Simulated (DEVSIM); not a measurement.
## illuminated Si n-on-p cell, one wavelength

System: illuminated Si n-on-p cell, one wavelength, at 300 K.

| layer (left to right) | material | thickness (μm) | Nd (cm⁻³) | Na (cm⁻³) | τn (s) | τp (s) | absorption coefficient (cm⁻¹) |
|---|---|---|---|---|---|---|---|
| 1 | Si | 0.210 | 1.1e19 | - | 2.3e-5 | 1.3e-5 | 26000 |
| 2 | Si | 39.0 | - | 5.3e15 | 0.0009 | 0.0009 | 26000 |

Left contact: ohmic, minority hole recombination velocity 30 cm/s. Right contact: ohmic, minority electron recombination velocity 6e5 cm/s. Voltage is applied to the left contact. Recombination: SRH at mid-gap, radiative, Auger. Light enters at the left, 4.8e17 photons cm⁻² s⁻¹, one pass, no reflection. Mobility is constant in doping.

This is a model device: material constants are rounded textbook-type values typed into the input, and sizes, dopings and lifetimes were drawn at random. Values at 300 K.

```
parameter           Si
-------------  -------
gap (eV)         1.124
affinity (eV)     4.05
permittivity      11.7
Nc (cm⁻³)      2.86e19
Nv (cm⁻³)       3.1e19
μn (cm²/Vs)       1417
μp (cm²/Vs)        470
B (cm³/s)      4.7e-15
Cn (cm⁶/s)     2.8e-31
Cp (cm⁶/s)     9.9e-32
```

DEVSIM, 1D drift-diffusion, Boltzmann statistics, complete ionisation; no tunnelling, impact ionisation, image-force lowering or self-heating.

The potential step across the device at zero bias is 0.875 V, the largest field in the device at zero bias is 180000 V/cm and the dark forward voltage at 1 A/cm² comes out as 0.626 V. The dark forward voltage at 100 A/cm² comes out as 0.785 V and the short-circuit current is 76.7 mA/cm². The open-circuit voltage is 0.558 V and the fill factor comes out as 0.82. The largest power comes out as 34.9 mW/cm² and the share of generated pairs collected at short circuit comes out as 0.997.

Dark forward current:

```tsv
V (V)	J (A/cm²)
-0.05	-2.0e-10
-0.10	-1.6e-9
-0.20	-7.5e-8
-0.25	-5.2e-7
-0.35	-2.5e-5
-0.40	-0.00017
-0.45	-0.0012
-0.55	-0.057
-0.60	-0.38
-0.65	-2.4
-0.75	-44
-0.80	-140
-0.90	-1100
-0.95	-2600
```

Dark reverse current:

```tsv
V (V)	J (A/cm²)
0.04	2.9e-11
0.10	3.8e-11
0.20	4.2e-11
0.30	4.5e-11
0.40	4.8e-11
0.60	5.3e-11
0.80	5.8e-11
1.00	6.2e-11
1.30	6.8e-11
1.60	7.3e-11
2.00	8.0e-11
```
